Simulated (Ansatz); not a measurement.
A constructed model of the (111) surface of fcc Au, a pseudomorphic layer of Ni in the other hollow (bottom of the slab: a bare face, its two planes held)

Calculation: PBE (plane waves to 420 eV, PAW; Ansatz, an electronic-structure program).

Set-up: 7 atoms, 14.1 Å thick at the start; mesh 15x15x1; 0.1 eV smearing; dipole correction on; 2 atoms held, the rest relaxed; start symmetry kept, larger cells not searched; spin-polarised, ending with about 0.7 μB a cell; orders that need a larger cell were not tried, no spin-orbit, no U. In PBE it lies 0.03 eV a 1x1 cell over the lowest computed structure of the same composition (a pseudomorphic layer of Ni in the host's stacking).

```
Quantity                                             Value
-----------------------------  ---------------------------
work function of the top face                      4.74 eV
energy released by relaxation                     0.020 eV
magnetic moment of the cell                        0.68 μB
cost                           very roughly 8 core-minutes
```
